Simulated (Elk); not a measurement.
# Worked example: self-consistent single point of ZnFe3C (Pm-3m, 5 atoms in the cell) in Elk

Method: PBEsol, all-electron FP-LAPW, Elk's shipped species files, APW+lo basis with extra local orbitals (Elk).

Input as run:

```
tasks
  0

xctype
  22

spinpol
  .true.

reducebf
  0.5

tforce
  .true.

rgkmax
  7.5

gmaxvr
  18.0

lmaxapw
  10

lmaxo
  8

nxlo
  2

lorbcnd
  .true.

lradstp
  2

nrmtscf
  2.0

lmaxi
  4

nempty
  8

swidth
  0.00499791

maxscl
  100

avec
    7.1297287983    0.0000000000    0.0000000000
    0.0000000000    7.1297287983    0.0000000000
    0.0000000000    0.0000000000    7.1297287983

atoms
  3
  'Zn.in'
  1
  0.0000000000  0.0000000000  0.0000000000    0.0 0.0 0.0
  'Fe.in'
  3
  0.5000000000  0.0000000000  0.5000000000    0.0 0.0 -2.0
  0.0000000000  0.5000000000  0.5000000000    0.0 0.0 -2.0
  0.5000000000  0.5000000000  0.0000000000    0.0 0.0 -2.0
  'C.in'
  1
  0.5000000000  0.5000000000  0.5000000000    0.0 0.0 0.0

ngridk
  7 7 7
```

Output (repeated stretches shortened):

```
│ Elk code version 10.2.4 │

All units are atomic (Hartree, Bohr, etc.)

│ Ground-state run starting from atomic densities │

Lattice vectors :
   7.129728798       0.000000000       0.000000000
   0.000000000       7.129728798       0.000000000
   0.000000000       0.000000000       7.129728798

Unit cell volume      :    362.4257374
Brillouin zone volume :   0.6844166621

Muffin-tin inner radius fraction :   0.1000000000E-01

Nuclei treated as point charges

Species :    1 (Zn)
 parameters loaded from : Zn.in
 name : zinc
 nuclear charge    :   -30.00000000
 electronic charge :    30.00000000
 atomic mass :    119233.3129
 muffin-tin radius :    2.400000000
 number of radial points in muffin-tin :    999
 atomic positions (lattice), magnetic fields (Cartesian) :
   1 :   0.00000000  0.00000000  0.00000000    0.00000000  0.00000000  0.00000000

Species :    2 (Fe)
 parameters loaded from : Fe.in
 name : iron
 nuclear charge    :   -26.00000000
 electronic charge :    26.00000000
 atomic mass :    101799.2074
 muffin-tin radius :    2.008493942
 number of radial points in muffin-tin :    999
 atomic positions (lattice), magnetic fields (Cartesian) :
   1 :   0.50000000  0.00000000  0.50000000    0.00000000  0.00000000 -2.00000000
   2 :   0.00000000  0.50000000  0.50000000    0.00000000  0.00000000 -2.00000000
   3 :   0.50000000  0.50000000  0.00000000    0.00000000  0.00000000 -2.00000000

Species :    3 (C)
 parameters loaded from : C.in
 name : carbon
 nuclear charge    :   -6.000000000
 electronic charge :    6.000000000
 atomic mass :    21894.16672
 muffin-tin radius :    1.506370457
 number of radial points in muffin-tin :    599
 atomic positions (lattice), magnetic fields (Cartesian) :
   1 :   0.50000000  0.50000000  0.50000000    0.00000000  0.00000000  0.00000000

Total number of atoms per unit cell :    5

Spin treatment :
 spin-polarised
   [... lines left out ...]
Maximum |G| for potential and density :    18.00000000
 potential will be trimmed for |G| > 2 gkmax
Constant for pseudocharge density :   11
Radial integration step length :    2

G-vector grid sizes :     42    42    42
Number of G-vectors :    35729

Maximum angular momentum used for
 APW functions                      :   10
 outer part of muffin-tin           :    8
 inner part of muffin-tin           :    4

Total nuclear charge    :   -114.0000000
Total core charge       :    44.00000000
Total valence charge    :    70.00000000
Total excess charge     :    0.000000000
Total electronic charge :    114.0000000

Effective Wigner radius, rₛ :   0.9121687511

Number of empty states         :   40
Total number of valence states :  150
Total number of core states    :   44

Conduction state local-orbitals added automatically
Total number of local-orbitals :  557

Exchange-correlation functional :     22     0     0
 PBEsol, Phys. Rev. Lett. 100, 136406 (2008)
 gradient requirement :    1
 generalised gradient approximation (GGA)

Smearing type :    3
 Fermi-Dirac
Smearing width :   0.4997910000E-02
Effective electronic temperature (K) :    1578.215154

Mixing type :    3
 Broyden mixing, J. Phys. A: Math. Gen. 17, L317 (1984)

Kohn-Sham potential initialised from atomic data
│ Self-consistent loop started │
│ Loop number : 1 │
 total energy                :     -5642.67731531
 total moment                :    7.409920295
│ Loop number : 2 │
 total energy                :     -5643.58926134
 total moment                :    7.385096774
RMS change in Kohn-Sham potential (target) :    4.372985715     (  0.1000000000E-05)
Absolute change in total energy (target)   :   0.9119460350     (  0.1000000000E-03)
│ Loop number : 3 │
 total energy                :     -5624.81521006
 total moment                :    5.980633544
RMS change in Kohn-Sham potential (target) :    3.922383798     (  0.1000000000E-05)
Absolute change in total energy (target)   :    18.54606478     (  0.1000000000E-03)
│ Loop number : 4 │
 total energy                :     -5636.83550707
 total moment                :   0.5622193664
RMS change in Kohn-Sham potential (target) :    2.936157748     (  0.1000000000E-05)
Absolute change in total energy (target)   :    7.383780817     (  0.1000000000E-03)
│ Loop number : 5 │
 total energy                :     -5667.92502243
   [... lines left out ...]
 total moment                :   -4.105383161
RMS change in Kohn-Sham potential (target) :   0.4396744991E-05 (  0.1000000000E-05)
Absolute change in total energy (target)   :   0.5156419802E-03 (  0.1000000000E-03)
│ Loop number : 27 │
 total energy                :     -5647.63585387
 total moment                :   -4.105134439
RMS change in Kohn-Sham potential (target) :   0.2487911707E-05 (  0.1000000000E-05)
Absolute change in total energy (target)   :   0.9813561519E-05 (  0.1000000000E-03)
│ Loop number : 28 │
 total energy                :     -5647.63572358
 total moment                :   -4.104981632
RMS change in Kohn-Sham potential (target) :   0.1043250646E-05 (  0.1000000000E-05)
Absolute change in total energy (target)   :   0.1327413229E-03 (  0.1000000000E-03)
│ Loop number : 29 │
 total energy                :     -5647.63574055
 total moment                :   -4.104911141
RMS change in Kohn-Sham potential (target) :   0.5701528039E-06 (  0.1000000000E-05)
Absolute change in total energy (target)   :   0.1621510273E-04 (  0.1000000000E-03)
Convergence targets achieved

│ Loop number : 30 │

Energies :
 Fermi                       :     0.363163981200
 sum of eigenvalues          :     -3245.46605892
 electron kinetic            :      5731.05639961
 core electron kinetic       :      5090.45056382
 Coulomb                     :     -11138.9027509
 Coulomb potential           :     -8662.46433230
 nuclear-nuclear             :     -796.624756981
 electron-nuclear            :     -12022.0916556
 Hartree                     :      1679.81366166
 Madelung                    :     -6807.67058479
 xc potential                :     -313.920544565
 xc effective B-field        :    -0.137583417500
 external B-field            :      0.00000000000
 exchange                    :     -233.733670994
 correlation                 :     -6.04608510148
 electron entropic           :    -0.960193859910E-02
 total energy                :     -5647.63570937
 (external B-field energy excluded from total)

Density of states at Fermi energy :    110.7996296
 (states/Hartree/unit cell)

Estimated indirect band gap :   0.8703537102E-03
 from k-point      8 to k-point     20
Estimated direct band gap   :   0.2633302996E-02
 at k-point      2

Charges :
 core                        :    44.00000000
 valence                     :    70.00000000
 interstitial                :    7.806380069
 muffin-tins (core leakage)
  species :    1 (Zn)
   atom    1                 :    29.05244809     (  0.8335511108E-04)
  species :    2 (Fe)
   atom    1                 :    24.20055386     (  0.1383408943E-09)
   atom    2                 :    24.20055386     (  0.1383408943E-09)
   atom    3                 :    24.20055386     (  0.1383408943E-09)
  species :    3 (C)
   atom    1                 :    4.539510254     (  0.4972757147E-04)
 total in muffin-tins        :    106.1936199
 total calculated charge     :    113.9996385
 total charge                :    114.0000000
 error                       :   0.3615082197E-03

Moments :
 interstitial                :   0.1641991442E-01
 muffin-tins
  species :    1 (Zn)
   atom    1                 :   0.7013047433E-01
  species :    2 (Fe)
   [... lines left out ...]
 total moment                :   -4.104923824
   [... lines left out ...]
   Hellmann-Feynman          :    -0.00000000    0.00000000    0.00000000
   IBS                       :     0.00000000    0.00000000    0.00000000
   total force               :    -0.00000000    0.00000000    0.00000000
   total magnitude           :     0.00000000
 species :    2 (Fe)
  atom :    1
   Hellmann-Feynman          :    -0.00000000    0.00000000    0.00000000
   IBS                       :     0.00000000   -0.00000000    0.00000000
   total force               :    -0.00000000   -0.00000000    0.00000000
   total magnitude           :     0.00000000
  atom :    2
   Hellmann-Feynman          :    -0.00000000    0.00000000    0.00000000
   IBS                       :     0.00000000    0.00000000    0.00000000
   total force               :     0.00000000    0.00000000    0.00000000
   total magnitude           :     0.00000000
  atom :    3
   Hellmann-Feynman          :    -0.00000000    0.00000000    0.00000000
   IBS                       :     0.00000000   -0.00000000    0.00000000
   total force               :    -0.00000000   -0.00000000    0.00000000
   total magnitude           :     0.00000000
 species :    3 (C)
  atom :    1
   Hellmann-Feynman          :    -0.00000000    0.00000000    0.00000000
   IBS                       :     0.00000000   -0.00000000    0.00000000
   total force               :    -0.00000000   -0.00000000    0.00000000
   total magnitude           :     0.00000000
```

The run converged in 30 iterations. The count includes the last loop, which Elk runs after its targets are met.

The starting cell comes from a database of computed structures (which also holds hypothetical and non-ambient phases and stackings), without a prior relaxation at this level. The magnetic order is the one reached from the typed start; others were not searched systematically. Values depend on the basis (sphere radii, cutoffs, local orbitals), which need not be converged. The log's line on a gap gives a spacing of levels on this mesh, which the program prints for metals too.

Cost on one core of a shared machine: roughly 5 min.
